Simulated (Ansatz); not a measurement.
A self-consistent single point of Hg3Ge (P6_3/mmc, 8 atoms in the cell) with Ansatz (an electronic-structure program).

Method of the run: LDA (PW92), PAW files made with PBE (plane waves; Ansatz).

The change in words: lattice scaled by 0.98. Reference geometry:
```yaml
crystal:
  lattice:
    - [6.47046, 0.00000, 0.00000]
    - [-3.23523, 5.60358, 0.00000]
    - [0.00000, 0.00000, 5.24724]
  atoms:
    - { symbol: Ge, position: [0.66667, 0.33333, 0.25000] }
    - { symbol: Ge, position: [0.33333, 0.66667, 0.75000] }
    - { symbol: Hg, position: [0.33728, 0.16864, 0.75000] }
    - { symbol: Hg, position: [0.66272, 0.83136, 0.25000] }
    - { symbol: Hg, position: [0.16864, 0.33728, 0.25000] }
    - { symbol: Hg, position: [0.83136, 0.66272, 0.75000] }
    - { symbol: Hg, position: [0.83136, 0.16864, 0.75000] }
    - { symbol: Hg, position: [0.16864, 0.83136, 0.25000] }
```

Reference input (self-consistent single point, DFT, LDA (PW92), plane waves, PAW files made with PBE): kpoints.mp_grid.grid = 3 3 4; hamiltonian.xc = lda; hamiltonian.pseudopotentials = {kind: paw} (the program's default PAW files); scf.occupations.method = gaussian; scf.occupations.width = 0.1 eV. This run's input differs from it in these lines:

```diff
@@ -3,5 +3,5 @@
   lattice:
-    - [6.470460, 0.000000, 0.000000]
-    - [-3.235230, 5.603583, 0.000000]
-    - [0.000000, 0.000000, 5.247240]
+    - [6.341051, 0.000000, 0.000000]
+    - [-3.170525, 5.491511, 0.000000]
+    - [0.000000, 0.000000, 5.142295]
   atoms:
```

Log, with long lists cut:

```
SCF iter   1: F=—  HF=-89574.889262 eV  |F-HF|=—  |Δ(HF+E_count)|=         —  Δρ=3.05e-2  dr2=2.92e0  ethr=3.10e-3  ⟨swp⟩=5.2  Hψ=2565  notcnv=0  defer=15
all-band conjugate gradients solve this SCF's bands
preconditioner: auto → Kerker (q_TF=auto, 2.643 Å⁻¹)
SCF iter   2: F=—  HF=-89574.293270 eV  |F-HF|=—  |Δ(HF+E_count)|=   5.96e-1  Δρ=1.55e-2  dr2=8.08e-1  ethr=1.97e-3  ⟨swp⟩=2.0  Hψ=975  notcnv=0  defer=74
   [... lines left out ...]
SCF iter   6: F=—  HF=-89574.059238 eV  |F-HF|=—  |Δ(HF+E_count)|=   1.81e-4  Δρ=1.60e-4  dr2=9.16e-5  ethr=3.32e-7  ⟨swp⟩=2.0  Hψ=1140  notcnv=0  defer=68
SCF iter   7: F=—  HF=-89574.059140 eV  |F-HF|=—  |Δ(HF+E_count)|=   9.75e-5  Δρ=3.74e-5  dr2=6.19e-6  ethr=6.19e-8  ⟨swp⟩=2.0  Hψ=1189  notcnv=0  defer=68
SCF iter   8: F=—  HF=-89574.059139 eV  |F-HF|=—  |Δ(HF+E_count)|=   1.60e-6  Δρ=1.08e-5  dr2=4.26e-7  ethr=4.18e-9  ⟨swp⟩=2.0  Hψ=1189  notcnv=0  defer=68
SCF iter   9: F=-89574.059139 eV  HF=-89574.059139 eV  |F-HF|=1.68e-8  |Δ(HF+E_count)|=   1.06e-7  Δρ=3.63e-6  dr2=2.59e-8  ethr=6.76e-11  ⟨swp⟩=10.6  Hψ=3567  notcnv=0
SCF 1 converged in 9 iterations: F = -89574.059139 eV  dr2 = 2.59e-8
Free energy (F): -89574.059139 eV
Internal energy: -89574.038497 eV  (E = F + TS)
E sigma→0 (E₀):  -89574.048818 eV
Entropy (-TS):   -0.020642 eV (-2.580 meV/atom)
Fermi energy:    13.762786 eV
--- Forces (eV/Å), atoms counted from 1 ---
  atom   1  Ge     0.00000000    -0.00000000     0.00000000
  atom   2  Ge    -0.00000000     0.00000000    -0.00000000
  atom   3  Hg     0.01885755     0.01088741    -0.00000000
  atom   4  Hg    -0.01885755    -0.01088741     0.00000000
  atom   5  Hg     0.00000000     0.02177482     0.00000000
  atom   6  Hg    -0.00000000    -0.02177482     0.00000000
  atom   7  Hg    -0.01885755     0.01088741    -0.00000000
  atom   8  Hg     0.01885755    -0.01088741     0.00000000
--- Stress (GPa, compression-positive) ---
       -2.193633       0.000000      -0.000000
        0.000000      -2.193633      -0.000000
       -0.000000      -0.000000      -7.179524
  P = ⅓ Tr σ = -3.8556 GPa (-38.556 kbar)
  The stress holds the Pulay correction. Without it, at fixed plane waves, as pw.x and ABINIT print it: P = -3.8976 GPa
```

The run converged in 9 iterations. Against the reference run the free energy goes down by 44.7 meV/atom, the pressure goes from -6.22 to -3.86 GPa and the largest force goes from 0.036 to 0.022 eV/Å.

The starting cell comes from a database of computed structures (which also holds hypothetical and non-ambient phases and stackings), without a prior relaxation at this level. For this run, on top of that: lattice scaled by 0.98. With a pressure of about -4 GPa the cell is away from its equilibrium volume at this level. Ansatz's pressure includes its estimate of the finite-basis (Pulay) stress.

Keys are those of Ansatz 0.2.
